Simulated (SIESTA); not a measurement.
Band structure of Nb3Sn (Pm-3n, 8 atoms in the cell).

```
CELL_PARAMETERS angstrom
      5.40017     0.00000     0.00000
      0.00000     5.40017     0.00000
      0.00000     0.00000     5.40017
ATOMIC_POSITIONS crystal
  Nb 0.25000 0.00000 0.50000
  Nb 0.75000 0.00000 0.50000
  Nb 0.50000 0.75000 0.00000
  Nb 0.50000 0.25000 0.00000
  Nb 0.00000 0.50000 0.75000
  Nb 0.00000 0.50000 0.25000
  Sn 0.00000 0.00000 0.00000
  Sn 0.50000 0.50000 0.50000
```

Computed with SIESTA with GGA PBE, numerical atomic orbitals DZP, PseudoDojo PBE standard norm-conserving potentials (rewritten from UPF to PSML).

Settings: XC.functional = GGA; XC.authors = PBE; potentials = PseudoDojo PBE standard; PAO.BasisSize = DZP; PAO.EnergyShift = 0.01 Ry; MeshCutoff = 350 Ry; kgrid.MonkhorstPack = 5 5 5; OccupationFunction = MP; OccupationMPOrder = 0; ElectronicTemperature = 1160.45 K; MaxSCFIterations = 150; SCF.Mixer.Method = Pulay; SCF.Mixer.Weight = 0.1; SCF.Mixer.History = 8.

The starting cell comes from a database of computed structures (which also holds hypothetical and non-ambient phases and stackings), without a prior relaxation at this level. Its lattice was rescaled by a random factor within 2.5 % of one. Spin polarisation is off. Values carry the incompleteness of an atom-centred basis.

Levels in eV from the Fermi level, bands 50 to 55:
```
point     50     51     52     53     54    55
-----  -----  -----  -----  -----  -----  ----
Γ      -0.46  -0.46  -0.46  -0.05  -0.05  2.20
X      -0.88  -0.72  -0.72  -0.38  -0.38  1.39
M       0.10   0.18   0.24   0.24   0.57  0.58
R       0.08   0.08   0.08   0.08   0.08  0.09
```

Bands cross the Fermi level along this path, so the cell is metallic at this level.

Higher empty bands are left out: an atom-centred basis made for the valence describes them poorly.
